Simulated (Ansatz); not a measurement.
Consider HfB2 (space group P6/mmm, No. 191; a = 3.128 Å, c = 3.446 Å; relaxed with 0.1 eV smearing).

Level of theory: PBEsol (Ansatz, a quantum-chemistry and plane-wave program), no SOC.

Strains are applied to the cell and any free atomic positions relax.

One change was made to it. Results:

The energy rises by 1.8 meV/atom; the pressure (mean of the normal stresses, compression positive) goes from zero to 4.1 GPa.

**Question.** Which change produced these results?
A) isotropic strain −1.50 %
B) isotropic strain −0.50 %
C) isotropic strain −2.00 %

**Answer.** B, isotropic strain −0.50 %. For comparison, the energy relative to the base in the other runs: isotropic strain −1.50 % gives +17 meV/atom; isotropic strain −2.00 % gives +30 meV/atom.

No phonon test of stability was made. All final runs are without spin polarisation.
